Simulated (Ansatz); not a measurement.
The parent structure is LiCl in the rock salt structure (space group Fm-3m, No. 225).

```
LiCl
1.0
    0.00000     2.55614     2.55614
    2.55614     0.00000     2.55614
    2.55614     2.55614     0.00000
Cl Li
1 1
Cartesian
  0.00000   0.00000   0.00000
  2.55614   2.55614   2.55614
```

Cartesian axes are those of the cell as printed.

The values are results of r2SCAN/PAW in Ansatz (a program for electronic structure), no spin-orbit coupling, not measurements.

Strains are applied to the cell and any free atomic positions relax; under stress the whole cell relaxes.

One change was made to it. Results:

| quantity | base | after |
|---|---|---|
| valence-band top at Γ (three highest levels, from the VBM) | – | 0.00, -0.14, -0.14 eV |
| band gap | 7.29 eV | 7.02 eV |
| shortest interatomic distance | 2.556 Å | 2.523 Å |

Question: Which of these changes matches the shifts?
A) uniaxial strain ε_xx = +4.90 %
B) uniaxial strain ε_xx = −4.98 %
C) uniaxial stress, 2 GPa tension along x

Answer: C, uniaxial stress, 2 GPa tension along x. For comparison, the band gap in the other runs: uniaxial strain ε_xx = +4.90 % gives 6.93 eV; uniaxial strain ε_xx = −4.98 % gives 7.53 eV.

Beyond what the load breaks, stability against distortions was not tested.
